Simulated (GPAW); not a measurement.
A self-consistent single point of ScAu4 (I4/m, 5 atoms in the cell) with GPAW.

Level of theory: LDA (Perdew-Wang 92), GPAW PAW datasets LDA (gpaw-data 1.0.1) (plane waves; GPAW).

```xyz
5
Lattice="-3.3047 3.3047 2.0330 3.3047 -3.3047 2.0330 3.3047 3.3047 -2.0330" Properties=species:S:1:pos:R:3 pbc="T T T"
Sc     0.0000     0.0000     0.0000
Au     0.6765     1.9642     2.0330
Au     2.6283     1.3405     0.0000
Au     1.3405     3.9812     0.0000
Au     1.9642    -0.6765     2.0330
```

Reference input (self-consistent single point, DFT PBEsol, plane waves, GPAW PAW datasets PBEsol (made by gpaw-setup)): mode = pw; ecut = 850 eV; xc = PBEsol; kpts = 6 6 6; mesh shift (steps) = 0 0 0; occupations.name = fermi-dirac; occupations.width = 0.1 eV; nbands = -9; symmetry.symmorphic = false; symmetry.tolerance = 0.0005; maxiter = 120. This run's input differs from it in these lines:

```diff
@@ -16,3 +16,3 @@
 calc = GPAW(mode={'name': 'pw', 'ecut': 850},
-            xc='PBEsol',
+            xc='LDA',
             kpts={'size': (6, 6, 6), 'gamma': True},
```

Its files differ too (potentials: GPAW PAW datasets LDA (gpaw-data 1.0.1)).

The program printed (abridged):

```
     iter     time        total  log10-change:
                         energy   eigst   dens
iter:   1 --:--:--   -28.987211
iter:   2 --:--:--   -28.035285   -0.86  -1.21
iter:   3 --:--:--   -26.229617   -0.92  -1.27
iter:   4 --:--:--   -25.988654   -1.51  -1.56
iter:   5 --:--:--   -25.778239   -1.64  -1.74
iter:   6 --:--:--   -25.771477   -2.29  -2.13
iter:   7 --:--:--   -25.757188c  -2.56  -2.26
iter:   8 --:--:--   -25.760400c  -2.72  -2.67
iter:   9 --:--:--   -25.756972c  -3.62  -2.54
iter:  10 --:--:--   -25.749954c  -3.31  -2.68
iter:  11 --:--:--   -25.749887c  -3.97  -3.18
iter:  12 --:--:--   -25.749930c  -4.49  -3.45
iter:  13 --:--:--   -25.749912c  -5.05  -3.47
iter:  14 --:--:--   -25.749909c  -4.98  -3.46
iter:  15 --:--:--   -25.749889c  -5.39  -3.50
iter:  16 --:--:--   -25.749874c  -5.58  -3.83
iter:  17 --:--:--   -25.749875c  -6.74  -4.34c
iter:  18 --:--:--   -25.749873c  -7.20  -4.35c
iter:  19 --:--:--   -25.749867c  -6.53  -4.40c
iter:  20 --:--:--   -25.749867c  -7.54c -4.82c
Converged after 20 iterations.

Dipole moment: (0.000000, 0.000000, -0.000000) |e|*Ang

Energy contributions relative to reference atoms: (reference = -2085995.919954)

Kinetic:        -58.466697
Potential:      +48.368949
External:        +0.000000
XC:             -16.529909
Entropy (-ST):   -0.059206
Local:           +0.907393
SIC:             +0.000000
--------------------------
Free energy:    -25.779471
Extrapolated:   -25.749867

Showing only first 2 kpts
 Kpt  Band  Eigenvalues  Occupancy
  0    25      7.14137    2.00000
  0    26      9.62930    0.00962
  0    27     10.64212    0.00000
  0    28     10.64212    0.00000

  1    25      7.03678    2.00000
  1    26      9.05574    1.19877
  1    27     10.42142    0.00000
  1    28     10.82465    0.00000

Fermi level: 9.09603

No gap
   [... lines left out ...]
Energy (eV): -25.749867

Forces in eV/Ang:
  0 Sc    0.00000    0.00000   -0.00000
  1 Au   -0.01006   -0.02494    0.00000
  2 Au    0.01006    0.02494    0.00000
  3 Au    0.02494   -0.01006    0.00000
  4 Au   -0.02494    0.01006    0.00000

Stress tensor:
     0.043944     0.000000     0.000000
     0.000000     0.043944    -0.000000
     0.000000    -0.000000     0.043962
Stress (GPa, Voigt): [ 7.0406  7.0406  7.0435 -0.      0.      0.    ]
```

The run converged in 20 iterations. GPAW prints stress with tension positive. Against the reference run the pressure goes from -2.98 to -7.04 GPa and the largest force moves little (0.023 to 0.027 eV/Å).

The starting cell comes from a database of computed structures (which also holds hypothetical and non-ambient phases and stackings), without a prior relaxation at this level. With a pressure of about -7 GPa the cell is away from its equilibrium volume at this level.

Cost on one core of a shared machine: roughly 3 min.
